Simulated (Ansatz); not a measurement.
The reference is MgTe in the wurtzite structure (space group P6_3mc, No. 186; a = 4.561 Å, c = 7.413 Å). Axes: x lies along a and z along c of the hexagonal cell.

The change: uniaxial stress, 3 GPa tension along z; all other stress components relax to zero.

Levels (all Ansatz, an electronic-structure program, PAW, earlier PAW set): PBEsol (420 eV, without spin-orbit coupling); HSE06 (420 eV, no spin-orbit coupling).

The geometry is relaxed with PBEsol.

| Property | Value |
|---|---|
| PBEsol lowest conduction level above the VBM at special points | Γ 1.96 eV; L 2.79 eV; K 3.09 eV |

With HSE06 at the same geometry, the lowest conduction level above the VBM at special points goes from Γ 1.96 eV; L 2.79 eV; K 3.09 eV to Γ 2.89 eV; L 3.64 eV; K 3.92 eV.

Single points use the geometry relaxed with PBEsol. The levels and masses belong to the bands next to the band gap. Load acts through the strain it causes; cell and atoms are relaxed under it. Stability under load was not tested beyond the relaxation.
